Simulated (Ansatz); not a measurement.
# CuAu, response to strain

Start from CuAu (space group P4/mmm, No. 123; a = 2.813 Å, c = 3.593 Å; relaxed with 0.1 eV smearing). Axes: x, y, z lie along a, b, c of the conventional cell.

Strains are applied to the cell and any free atomic positions relax.

Level of theory: PBEsol (Ansatz, a quantum-chemistry and plane-wave program, PAW, spin-orbit coupling left out).

Notes on the quantities. pressure: mean of the normal stresses, compression positive; energy relative to the base: free energy F.

```
case                         pressure  energy relative to the base  shortest interatomic distance
---------------------------  --------  ---------------------------  -----------------------------
base                          0.0 GPa                   0 meV/atom                        2.680 Å
tensor shear ε_xz = +1.71 %   0.2 GPa                +3.7 meV/atom                        2.648 Å
tensor shear ε_xz = +0.57 %   0.0 GPa                +0.4 meV/atom                        2.669 Å
tensor shear ε_xz = +1.14 %   0.1 GPa                +1.6 meV/atom                        2.659 Å
tensor shear ε_xz = +0.29 %   0.0 GPa                +0.1 meV/atom                        2.675 Å
tensor shear ε_xz = +1.43 %   0.2 GPa                +2.6 meV/atom                        2.653 Å
tensor shear ε_xz = +2.00 %   0.3 GPa                +5.1 meV/atom                        2.643 Å
tensor shear ε_xz = +0.86 %   0.1 GPa                +0.9 meV/atom                        2.664 Å
```

No phonon test of stability was made. The final runs are not spin-polarised.
